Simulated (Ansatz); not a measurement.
Cells marked so need not be the phases stable at ambient conditions, and some may be hypothetical.

 Where the default PAW files enter, the runs use the earlier of Ansatz's two default sets.

No gap correction and no spin-orbit coupling; mid-gap values are interpolated between computed energies.

A. CsLiMoO₄ (F-43m, not sure to be the ambient phase, 7 atoms a cell, 21.1 Å³ an atom), along the normal of (001)
B. Sr$_{2}$MgH$_{6}$ (P-3m1, not sure to be the ambient phase, 9 atoms a cell, 12.1 Å³ an atom), along the normal of (100)
C. Ba₂LaTaO₆ (R-3, not sure to be the ambient phase, 10 atoms a cell, 16.6 Å³ an atom, -4 GPa at this level), along the normal of (101)
D. LiBH₄ (P6_3mc, not sure to be the ambient phase, 12 atoms a cell, 8.6 Å³ an atom), along the normal of (100)

Question: Order them by mid-gap decay constant of the slowest evanescent state (lowest first) at the level r2SCAN in Ansatz (a quantum-chemistry and plane-wave program).

Answer: B (0.34 1/Å), C (0.40 1/Å), D (0.46 1/Å), A (0.50 1/Å)
